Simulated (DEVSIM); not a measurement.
Device: Schottky contact on n-type InP, at 300 K.

Layer 1 from the left is InP, thickness (μm) 11.0, Nd (cm⁻³) 8.5e16, τn (s) 3.4e-8, τp (s) 3.4e-8.

Left contact: Schottky, work function 5.07 eV, emission velocity 1.1e7 cm/s. Right contact: ohmic. Voltage is applied to the left contact. Recombination: SRH at mid-gap, Auger. Mobility is constant in doping.

Constants are typed, rounded textbook-type inputs, not results; the design itself was drawn at random and stands for no fabricated device. Values at 300 K.

InP: gap (eV) 1.344, affinity (eV) 4.38, permittivity 12.5, Nc (cm⁻³) 5.7e17, Nv (cm⁻³) 1.1e19, μn (cm²/Vs) 5200, μp (cm²/Vs) 170, Cn (cm⁶/s) 9e-31, Cp (cm⁶/s) 9e-31.

Simulated with DEVSIM: 1D drift-diffusion, Boltzmann statistics, complete ionisation; no tunnelling, impact ionisation, image-force lowering or self-heating. Metal contacts follow the ideal Schottky-Mott rule: no Fermi-level pinning, no interface dipoles.

Dark forward current:

| |V| (V) | |J| (A/cm²) |
|---|---|
| 0.05 | 1.495e-5 |
| 0.10 | 0.0001183 |
| 0.15 | 0.0008323 |
| 0.20 | 0.005766 |
| 0.25 | 0.03984 |
| 0.30 | 0.2750 |
| 0.35 | 1.896 |
| 0.40 | 12.98 |
| 0.45 | 85.56 |
| 0.50 | 467.2 |
| 0.55 | 1612 |
| 0.60 | 3521 |

Work out the local ideality factor n = ΔV / (kT/q · ln(J2/J1)) between the rows 0.15 and 0.20 V, 0.55 and 0.60 V.

kT/q = 25.85 mV. From 0.15 to 0.20 V: ln(0.005766/0.0008323) = 1.936, n = 1.00, near the 1 of diffusion or emission over a barrier. From 0.55 to 0.60 V: ln(3521/1612) = 0.781, n = 2.48; the layers' resistance at their doping, Σ W/(qμN) = 1.6e-5 Ω cm², would take 30 mV of this step of 50 mV.

Estimate the current at 0.30 V for emission alone, J0 = q v N_band exp(−φB/kT), and read the barrier back from the simulated current.

φB = 0.690 eV, N_band = 5.70e17 cm⁻³, J0 = 2.57e-6 A/cm²; J = J0 (exp(qV/kT) − 1) = 0.282 A/cm². The simulation gives 0.275 A/cm²; the estimate lies 2.4 % above. Read backwards, the simulated current gives an apparent barrier of 0.691 eV. The estimate leaves out transport through the depletion region and minority injection.
